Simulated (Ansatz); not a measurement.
Consider the following.

```
Ag
1.0
    0.00000     2.07841     1.95463
    2.07841     0.00000     1.95463
    2.07841     2.07841     0.00000
Ag
1
Cartesian
  0.00000   0.00000   0.00000
```

Calculation: PBEsol, rigid bands (plane waves, PAW, scalar-relativistic; Ansatz, a quantum-chemistry and plane-wave program). Condition of this run: biaxial stress xx = yy = -2 GPa (compression positive) (the target of the relaxation). Cell: cell and atoms relaxed with PBEsol, then loaded as said.

Task: Predict the product ρ₀λ of resistivity and mean free path that follows from the Fermi surface's area.

Result: 8.4 ×10⁻¹⁶ Ω·m².

Task: And the Drude plasma energy and the root-mean-square Fermi velocity at 300 K?

Result: 9.1 eV; 1.4e6 m/s.

A metal at this level (no band gap); rigid bands, thermally averaged at 300 K, both spins. Spin-orbit coupling is left out. τ is one relaxation time for all states; the product of resistivity and mean free path takes one path for all states instead.
